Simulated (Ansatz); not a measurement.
F on the 1x1 (0001) surface of hcp Zr, one in a 2x2 cell, energies for each (36.2 Å²). Energies are against ½ F2(g), without zero-point or thermal terms; each row is named by its start.

All values below come from PBE (plane waves to 420 eV, PAW; Ansatz, an electronic-structure program).

Problem. Which site binds most strongly?
A) top Zr
B) hollow Zr-Zr-Zr over Zr at depth 2.4 Å
C) hollow Zr-Zr-Zr

Solution. C, hollow Zr-Zr-Zr. Adsorption energies: hollow Zr-Zr-Zr -5.37 eV; hollow Zr-Zr-Zr over Zr at depth 2.4 Å -5.24 eV; top Zr -4.56 eV.
